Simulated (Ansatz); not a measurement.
Take MgSe in the rock salt structure (space group Fm-3m, No. 225; a = 5.4496 Å) as the base. Axes: x, y, z lie along the cube axes.

Method: Kohn–Sham DFT with the PBEsol functional, run in Ansatz (a first-principles code) with PAW and 420 eV plane waves, scalar-relativistic without spin-orbit coupling.

Base values:

| Quantity | Value |
|---|---|
| Volume per atom | 20.23 Å³ |

It is then changed as follows: compressive biaxial strain of 1.50 % in the plane normal to [001], as in epitaxy on a mismatched substrate; the out-of-plane cell vector and the atoms relax.

Question: Predict the new energy relative to the base and volume per atom.

Answer: The energy grows by 4.3 meV/atom; the volume per atom drops by 0.44 Å³ to 19.79 Å³.

Whether these cells are dynamically stable was not tested.
